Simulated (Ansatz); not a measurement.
**Effect of tensor shear ε_xy = +0.29 % on Ca**

Start from Ca in the fcc (Cu type) structure (space group Fm-3m, No. 225; a = 5.4558 Å; relaxed with 0.1 eV smearing). Axes: x, y, z lie along the cube axes.

Now apply this change: tensor shear ε_xy = +0.29 % (engineering shear γ = 0.0058); the atoms relax in the strained cell.

Calculations: Ansatz (a first-principles code) PBEsol, scalar-relativistic without spin-orbit coupling. Settings: 21×21×21 k-points, 0.1 eV Fermi–Dirac smearing.

| quantity | base | changed | shift |
|---|---|---|---|
| volume per atom | 40.60 Å³ | 40.60 Å³ | 0.00 Å³ |
| shortest interatomic distance | 3.858 Å | 3.847 Å | -0.011 Å |
| energy relative to the base (free energy F) | 0 meV/atom | +0.1 meV/atom | +0.1 meV/atom |
| pressure (mean of the normal stresses, compression positive) | 0.0 GPa | 0.0 GPa | 0.0 GPa |
| band gap | zero | zero | – |
| stress (xx, yy, zz, yz, xz, xy; compression positive) | – | (0.0, 0.0, 0.0, 0.0, 0.0, -0.1) GPa | – |

Final structure:

```
Ca
1.0
    0.00791     2.72790     2.72790
    2.72790     0.00791     2.72790
    2.73581     2.73581     0.00000
Ca
1
Direct
  0.00000   0.00000   0.00000
```

No phonon test of stability was made.
